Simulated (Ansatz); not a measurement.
Au (within 0.1 Å of P6₃/mmc, No. 194, 2 atoms in the cell; start mp-1008634; another form than the element's usual one), treated with LDA (Ansatz, an electronic-structure program, PAW).

Run with plane-wave cutoff 520 eV, 22×22×12 k mesh (along the axes of the cell as run), Fermi–Dirac smearing 0.05 eV, scalar-relativistic PAW data made under PBE.

Cell (relaxed at this level):

Au has the orthorhombic space group Cmcm (No. 63), Pearson symbol oS4. Cell: a = 2.817 Å, b = 4.951 Å, c = 4.759 Å, α = 90.00°, β = 90.00°, γ = 90.00°. Au on 4c sees 12 Au at 2.817–2.891 Å (anticuboctahedral). (Neighbours: up to the widest gap in distance over summed covalent radii, below 1.35, at either atom.)
(The calculation used a cell of 2 atoms; values per cell refer to that cell.)

Q: Give the computed bulk modulus.

A: 
- bulk modulus = 191 GPa

The run finds no gap.

Note: the bulk modulus is −V dP/dV from two relaxed cells at ±2 % in volume.

Spin–orbit coupling is not included; it can shift volumes and moduli of such heavy elements.

Static lattice: no zero-point or thermal effects.

A start named mp-… is a Materials Project structure, which need not be a measured phase.
